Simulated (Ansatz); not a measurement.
Results of r²SCAN+rVV10 in Ansatz (PAW) for C (model structure, Pnma, No. 62, 16 atoms in the cell).

Numerical settings: plane-wave cutoff 560 eV, 4×14×8 k mesh (along the axes of the cell as run), Fermi–Dirac smearing 0.01 eV, scalar-relativistic PAW data made under PBE.

Cell (relaxed at this level):

```cif
data_C16
_chemical_formula_sum 'C16'
_space_group_name_H-M_alt 'Pnma'
_space_group_IT_number 62
_space_group_name_Hall '-P 2ac 2n'
_cell_length_a 9.04298
_cell_length_b 2.51402
_cell_length_c 4.13869
_cell_angle_alpha 90.000
_cell_angle_beta 90.000
_cell_angle_gamma 90.000
loop_
_atom_site_label
_atom_site_type_symbol
_atom_site_symmetry_multiplicity
_atom_site_Wyckoff_symbol
_atom_site_fract_x
_atom_site_fract_y
_atom_site_fract_z
_atom_site_occupancy
C1 C 4 c 0.18954 0.75000 0.30043 1
C2 C 4 c 0.02059 0.75000 0.40845 1
C3 C 4 c 0.19510 0.25000 0.07493 1
C4 C 4 c 0.03666 0.25000 0.93136 1
```

Question: What does this level give for the band gap?

Answer: 
- band gap: 4.51 eV (on the SCF k mesh)

Note: the relaxation could raise the start's symmetry but not lower it, so the cell can be a saddle point.

Static lattice: no zero-point or thermal effects.

A model structure was made by putting elements into a prototype or built by hand; it is no filed structure, need not be a known phase, and can be a saddle point held by its symmetry.

Ansatz is a quantum-chemistry and plane-wave program.
